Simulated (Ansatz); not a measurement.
## PbS: pressure series

Base system: PbS in the rock salt structure (space group Fm-3m, No. 225).

```
CELL_PARAMETERS angstrom
      0.00000     3.00445     3.00445
      3.00445     0.00000     3.00445
      3.00445     3.00445     0.00000
ATOMIC_POSITIONS crystal
  S  0.00000 0.00000 0.00000
  Pb 0.50000 0.50000 0.50000
```

Cell and atoms are relaxed at each pressure.

Calculations: Ansatz (a first-principles code) PBE, scalar-relativistic without spin-orbit coupling.

Notes on the quantities. enthalpy: H = E + PV relative to the base's energy.

```
change            shortest interatomic distance  band gap      density       enthalpy
----------------  -----------------------------  --------  -----------  -------------
base                                    3.004 Å   0.49 eV   7.32 g/cm³              –
pressure −2 GPa                         3.046 Å   0.62 eV   7.03 g/cm³  -0.35 eV/atom
pressure −1 GPa                         3.025 Å   0.56 eV   7.18 g/cm³  -0.17 eV/atom
pressure 1.8 GPa                        2.973 Å   0.38 eV   7.56 g/cm³  +0.30 eV/atom
pressure 9 GPa                          2.877 Å      zero   8.34 g/cm³  +1.42 eV/atom
pressure 18 GPa                         2.795 Å      zero   9.09 g/cm³  +2.70 eV/atom
pressure 45 GPa                         2.644 Å      zero  10.74 g/cm³  +6.07 eV/atom
pressure 60 GPa                         2.587 Å      zero  11.47 g/cm³  +7.74 eV/atom
```

A case with no gap was solved on a k-mesh chosen for an insulator, which is coarse for it. Spin-orbit coupling, missing from the scalar runs, can matter with Pb. Load acts through the strain it causes; cell and atoms are relaxed under it. Stability against distortions was not tested. No other phases were tried under pressure. All final runs are without spin polarisation. Gaps under 0.05 eV, about the width of the smearing, are given as zero. The zero or small gap of PbS under pressure 9 GPa, PbS under pressure 18 GPa, PbS under pressure 45 GPa and PbS under pressure 60 GPa can change with the level of theory.
